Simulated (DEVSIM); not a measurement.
Device: Cr/SiO2/p-Ge capacitor, at 400 K.

Layer 1 from the left is SiO2, thickness (nm) 7.70. Layer 2 from the left is Ge, thickness (nm) 9800, Na (cm⁻³) 3.7e14.

Metal gate on the left, work function 4.5 eV. Fixed charge at the semiconductor interface 1.1e10 cm⁻² (in units of +e); no interface traps.

Constants are typed, rounded textbook-type inputs, not results; the design itself was drawn at random and stands for no fabricated device. Values at 300 K; Nc and Nv go as T^1.5, mobilities as T to minus their exponent, the gap by Varshni's rule with the affinity fixed.

SiO2: gap (eV) 9, affinity (eV) 0.9, permittivity 3.9. Ge: gap (eV) 0.664, affinity (eV) 4, permittivity 16, Nc (cm⁻³) 1.04e19, Nv (cm⁻³) 6e18, Varshni α (eV/K) 0.000477, Varshni β (K) 235.

Simulated with DEVSIM: 1D Poisson equation in equilibrium, Boltzmann statistics, complete ionisation; no quantum confinement or tunnelling. Metal contacts follow the ideal Schottky-Mott rule: no Fermi-level pinning, no interface dipoles.

Question: What does the simulation give for the minimum of the low-frequency capacitance, the threshold voltage (band bending 2φF), the flat-band voltage?

Answer: minimum of the low-frequency capacitance 0.108 μF/cm²; threshold voltage (band bending 2φF) 0.18 V; flat-band voltage 0.17 V.
